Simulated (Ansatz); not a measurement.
## NaI: band gap against strain

NaI (rock salt, Fm-3m, 34.775 Å³/atom at rest, cube axes along x, y and z) under an equal strain ε along all three axes. PBE in Ansatz, a plane-wave DFT program (PAW, default set), 420 eV, 9×9×9 Γ-centred mesh, Fermi-Dirac smearing 0.05 eV; ions are relaxed within the symmetry of each cell. Gaps are the smallest over the k-mesh and a band path, without spin-orbit coupling; in all rows the valence edge lies at Γ and the conduction edge at Γ.

Here s stands for strain and Eg for gap.

| strain (%) | gap (eV) |
|---|---|
| -1.50 | 3.698 |
| -1.00 | 3.657 |
| -0.50 | 3.617 |
| 0.00 | 3.578 |
| 0.50 | 3.540 |
| 1.00 | 3.504 |
| 1.50 | 3.468 |
| 3.00 | ? |

### Question
Fit Eg against s with a straight line, and predict the withheld value at s = 3.00.

### Answer
Means: s 0, Eg 3.5803. About the means, the sum of products is -0.53650 and the sum of squares of s is 7.0000; the slope is their ratio. Least squares gives Eg = 3.5803 - 0.07664·s. Residuals (row less fit): 0.0027, 0.0001, -0.0016, -0.0023, -0.0020, 0.0003, 0.0027; standard error 0.0023 (degrees of freedom: 5). Over these rows the gap moves by -7.7 ± 0.09 eV per unit strain, or -2.6 eV per unit of ln V. At the withheld row, Eg = 3.5803 - 0.07664 × 3.0 = 3.3504 eV. The calculation gives 3.368 eV, 0.0176 eV above the prediction (5.3 % of the range of Eg in the table). The row lies outside the fitted rows, so this is an extrapolation. From the scatter of the fitted rows alone, a prediction at this place has a standard error of 0.0036 eV, so the miss is 4.9 times that.

One order more, fitted to all 13 runs of the series, follows each within 0.001, so the miss is the next term of a smooth law. Other structures, which can take over under pressure, weren't tried. Spin-orbit coupling is left out, which can shift this property for NaI. Rows are the converged runs of the series near zero and its far end; series whose fitted rows scatter by over a few per cent of the range, as at a crossing or softening among them, aren't shown in this form. Most that stay on the fit to the last digits aren't either.
